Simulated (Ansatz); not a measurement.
**A computed series for CaS: response to strain**

The parent structure is CaS in the rock salt structure (space group Fm-3m, No. 225; a = 5.633 Å). Axes: x, y, z lie along the cube axes.

Strains are applied to the cell and any free atomic positions relax; under biaxial strain the out-of-plane vector relaxes too.

Level of theory: Kohn–Sham DFT with the PBEsol functional, run in Ansatz (a quantum-chemistry and plane-wave program) with PAW and 420 eV plane waves, spin-orbit coupling left out.

Candidates:
(a) biaxial strain −1.67 %, plane normal [111], relaxed out of plane
(b) biaxial strain −2.08 %, plane normal [111], relaxed out of plane
(c) biaxial strain +0.83 %, plane normal [111], relaxed out of plane

Order them by out-of-plane strain, lowest first.

(c) biaxial strain +0.83 %, plane normal [111], relaxed out of plane (-0.61 %), (a) biaxial strain −1.67 %, plane normal [111], relaxed out of plane (+1.21 %), (b) biaxial strain −2.08 %, plane normal [111], relaxed out of plane (+1.51 %)

Stability against distortions was not tested.
